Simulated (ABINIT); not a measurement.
ABINIT run on RbReO₃ (Pm-3m, 5 atoms in the cell): self-consistent single point.

Method: LDA (PW92), norm-conserving pseudopotentials (PseudoDojo nc-sr-04 LDA standard) (plane waves; ABINIT).

```yaml
crystal:
  lattice:
    - [4.06733, 0.00000, 0.00000]
    - [0.00000, 4.06733, 0.00000]
    - [0.00000, 0.00000, 4.06733]
  atoms:
    - { symbol: Rb, position: [0.00000, 0.00000, 0.00000] }
    - { symbol: Re, position: [0.50000, 0.50000, 0.50000] }
    - { symbol: O, position: [0.50000, 0.50000, 0.00000] }
    - { symbol: O, position: [0.00000, 0.50000, 0.50000] }
    - { symbol: O, position: [0.50000, 0.00000, 0.50000] }
```

Reference input (self-consistent single point, DFT, PBEsol, plane waves, norm-conserving pseudopotentials (PseudoDojo nc-sr-04 PBEsol standard)): pseudos = [Rb.upf, Re.upf, O.upf]; ecut = 42 Ha; occopt = 3; tsmear = 0.1 eV; ngkpt = 8 8 8; nshiftk = 1; shiftk = 0 0 0; potentials = PseudoDojo nc-sr-04 PBEsol standard; nband = 28; kptopt = 1; nstep = 100; tolvrs = 1e-11. This run's input differs from it in these lines:

```diff
@@ -1,2 +1,2 @@
-# RbReO3, PseudoDojo nc-sr-04 PBEsol standard
+# RbReO3, PseudoDojo nc-sr-04 LDA standard
 pp_dirpath "./"
```

Its files differ too (potentials: PseudoDojo nc-sr-04 PBEsol standard → PseudoDojo nc-sr-04 LDA standard).

Output, abridged:

```
--- !BeginCycle
solver: {iscf: 7, nstep: 100, nline: 4, wfoptalg: 0, }
tolerances: {tolvrs: 1.00E-11, }
...

     iter   Etot(hartree)      deltaE(h)  residm     vres2
 ETOT  1  -162.97940378812    -1.630E+02 1.286E-01 1.981E+03
 ETOT  2  -161.12435867429     1.855E+00 2.868E-01 1.050E+04
 ETOT  3  -163.53423862806    -2.410E+00 4.729E-02 2.060E+02
 ETOT  4  -163.55819101576    -2.395E-02 6.231E-02 8.095E+01
 ETOT  5  -163.57106668416    -1.288E-02 1.562E-02 5.733E+00
   [... 3 lines left out ...]
 ETOT  9  -163.57244194589    -6.249E-08 9.543E-04 9.025E-06
 ETOT 10  -163.57244194758    -1.690E-09 1.296E-03 2.025E-08
 ETOT 11  -163.57244194759    -1.361E-11 2.926E-04 3.656E-10
 ETOT 12  -163.57244194759    -2.217E-12 4.375E-04 6.543E-13
 At SCF step   12       vres2   =  6.54E-13 < tolvrs=  1.00E-11 =>converged.

 Cartesian components of stress tensor (hartree/bohr^3)
  sigma(1 1)=  8.14315510E-04  sigma(3 2)=  0.00000000E+00
  sigma(2 2)=  8.14315510E-04  sigma(3 1)=  0.00000000E+00
  sigma(3 3)=  8.14315510E-04  sigma(2 1)=  0.00000000E+00

 ----iterations are completed or convergence reached----

 reduced coordinates (array xred) for    5 atoms
       0.000000000000      0.000000000000      0.000000000000
       0.500000000000      0.500000000000      0.500000000000
       0.500000000000      0.500000000000      0.000000000000
       0.000000000000      0.500000000000      0.500000000000
       0.500000000000      0.000000000000      0.500000000000
 cartesian forces (eV/Angstrom) at end:
    1     -0.00000000000000    -0.00000000000000    -0.00000000000000
   [... lines left out ...]
 Fermi (or HOMO) energy (eV) =   5.78167   Average Vxc (eV)= -11.77036
   [... lines left out ...]
total_energy        : -1.63572441947592E+02
total_energy_eV     : -4.45103250675350E+03
band_energy         : -1.81510635065241E+01
...

-Cartesian components of stress tensor (GPa)         [Pressure= -2.3958E+01 GPa]
- sigma(1 1)=  2.39579854E+01  sigma(3 2)=  0.00000000E+00
- sigma(2 2)=  2.39579854E+01  sigma(3 1)=  0.00000000E+00
- sigma(3 3)=  2.39579854E+01  sigma(2 1)=  0.00000000E+00

 Calculation completed.
```

The run converged in 12 iterations. Against the reference run the pressure goes from -18.99 to -23.96 GPa.

The starting cell comes from a database of computed structures (which also holds hypothetical and non-ambient phases and stackings), without a prior relaxation at this level. Its lattice was rescaled by a random factor within 2.5 % of one. Spin polarisation is off. With a pressure of about -24 GPa the cell is away from its equilibrium volume at this level.

Cost on one core of a shared machine: roughly 2 min.
